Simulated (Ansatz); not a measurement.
The parent structure is BAs in the zinc blende structure (space group F-43m, No. 216).

```xyz
2
Lattice="0.0000 2.3661 2.3661 2.3661 0.0000 2.3661 2.3661 2.3661 0.0000" Properties=species:S:1:pos:R:3 pbc="T T T"
B      0.0000     0.0000     0.0000
As     1.1830     1.1830     1.1830
```

Cartesian axes are those of the cell as printed.

Computed with LDA in Ansatz (plane waves to 420 eV, PAW, scalar-relativistic without spin-orbit coupling).

Strains are applied to the cell and any free atomic positions relax; under biaxial strain the out-of-plane vector relaxes too.

One change was made to it. Results:

The valence-band top at Γ (three highest levels, from the VBM) changes from 0.00, 0.00, 0.00 eV to 0.00, -0.04, -0.04 eV; the band gap drops by 0.023 eV (1.11 eV → 1.08 eV); the pressure (mean of the normal stresses, compression positive) goes from zero to -1.07 GPa; the energy increases by 0.6 meV/atom.

Which change produced these results?
A. biaxial strain +1.25 %, plane normal [111], relaxed out of plane
B. biaxial strain −2.08 %, plane normal [111], relaxed out of plane
C. biaxial strain +1.67 %, plane normal [111], relaxed out of plane
D. biaxial strain +0.83 %, plane normal [111], relaxed out of plane
E. biaxial strain +0.42 %, plane normal [111], relaxed out of plane

E, biaxial strain +0.42 %, plane normal [111], relaxed out of plane. For comparison, the valence-band top at Γ in the other runs: biaxial strain +1.67 %, plane normal [111], relaxed out of plane gives 0.00, -0.15, -0.15 eV; biaxial strain +0.83 %, plane normal [111], relaxed out of plane gives 0.00, -0.08, -0.08 eV; biaxial strain −2.08 %, plane normal [111], relaxed out of plane gives 0.00, 0.00, -0.27 eV; biaxial strain +1.25 %, plane normal [111], relaxed out of plane gives 0.00, -0.12, -0.12 eV.

Stability against distortions was not tested.

Ansatz is an electronic-structure program.
